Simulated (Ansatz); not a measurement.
Start from CoCl3 in the ReO3 type structure (space group Pm-3m, No. 221; a = 4.5603 Å; ferromagnetic; a hypothetical phase, not in the database extracts checked; relaxed with 0.1 eV smearing). Axes: x, y, z lie along the cube axes.

All numbers come from PBEsol (Ansatz, a quantum-chemistry and plane-wave program; PAW; 420 eV plane waves; without spin-orbit coupling).

For the base:

Shortest interatomic distance: 228.0 pm

Perturbation: compressive biaxial strain of 1.95 % in the plane normal to [110], as in epitaxy on a mismatched substrate; the out-of-plane cell vector and the atoms relax.

**Question.** Estimate the effect on the out-of-plane strain, shortest interatomic distance and in-plane stress.

**Answer.** The out-of-plane strain is +1.73 %; the shortest interatomic distance shrinks by 4.4 pm to 223.6 pm; the mean in-plane stress (compression positive) is +1.7 GPa.

Stability against distortions was not tested. No Hubbard U is applied and the magnetic state is the run's own (CoCl3 ferromagnetic); small cells can't hold the antiferromagnetic order that many such compounds have, so gaps and moments can be off.
